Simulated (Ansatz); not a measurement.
Input:

```xyz
8
Lattice="-2.9442 2.9442 5.7284 2.9442 -2.9442 5.7284 2.9442 2.9442 -5.7284" Properties=species:S:1:pos:R:3 pbc="T T T"
Mg     0.0000     2.9442     2.8642
Mg     0.0000     0.0000     0.0000
Sn     2.9442     0.0000     2.8642
Sn     0.0000     0.0000     5.7284
P      1.4721     1.4910    -1.4321
P      1.4721     1.4531     4.2963
P      4.3973     1.4721     1.4321
P     -1.4531     1.4721     7.1605
```

No spin polarisation.

Calculations: Ansatz (a program for electronic structure), PBEsol, PAW, cutoff 420 eV, no spin-orbit coupling. Γ-centred 8×8×8 mesh, Fermi–Dirac width 0.05 eV.

**Question.** Predict the valence-band top at Γ, band gap, gap character and width of the top valence band.

**Answer.** 
- Valence-band top at Γ (three highest levels, from the VBM) = 0.00, -0.10, -0.10 eV
- Band gap = 1.25 eV
- Gap character = direct at Γ
- Width of the top valence band = 0.89 eV

Whether these cells are dynamically stable was not tested. The cell was made from ZnSnP2 by this change: Zn → Mg; the result is a model cell, its experimental status unchecked.
